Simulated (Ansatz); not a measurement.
# ZnCu2SnSe4: pressure 3 GPa

Take ZnCu2SnSe4 (space group I-4, No. 82; a = 5.7636 Å, c = 11.5260 Å) as the base.

Perturbation: a hydrostatic pressure of 3 GPa.

All numbers come from PBE in Ansatz (plane waves to 420 eV, PAW, scalar-relativistic without spin-orbit coupling). Settings: 8×8×8 k-points, 0.05 eV Fermi–Dirac smearing.

| quantity | base | changed | shift |
|---|---|---|---|
| volume per atom | 23.93 Å³ | 22.81 Å³ | -1.12 Å³ |
| lattice parameter a | 5.764 Å | 5.673 Å | -0.091 Å |
| c/a ratio | 2.000 | 1.999 | -0.001 |
| shortest interatomic distance | 2.433 Å | 2.393 Å | -0.040 Å |
| enthalpy H = E + PV relative to the base's energy | – | +0.44 eV/atom | – |
| band gap | zero | zero | – |
| valley order (the lowest conduction-band minima on the path, energy above the VBM, named in the base's zone) | Γ 0.03 eV; X (0, 0, 1/2) 0.13 eV; M (1/2, 1/2, 1/2) 0.84 eV | Γ 0.03 eV; X (0, 0, 1/2) 0.18 eV; M (1/2, 1/2, 1/2) 0.88 eV | – |

Final structure:

```
ZnCu2SnSe4
1.0
   -2.83646     2.83646     5.67014
    2.83646    -2.83646     5.67014
    2.83646     2.83646    -5.67014
Cu Zn Sn Se
2 1 1 4
Cartesian
  0.00000   0.00000   0.00000
  0.00000   2.83646   2.83507
  2.83646   0.00000   2.83507
  0.00000   0.00000   5.67014
  1.47813   1.53042   4.18948
  1.35833   1.30605  -1.48066
  1.53042  -1.47813   7.15080
  1.30605   4.31459   1.48066
```

Cost of the whole job for the changed cell (relaxation, final SCF and bands): about 11 core-minutes (a rough figure).

Load acts through the strain it causes; cell and atoms are relaxed under it. Whether these cells are dynamically stable was not tested. All final runs are without spin polarisation. Gaps under 0.05 eV, about the width of the smearing, are given as zero. A zero or small gap of ZnCu2SnSe4 can be the functional's error rather than a property of the material.

Ansatz is an electronic-structure program.
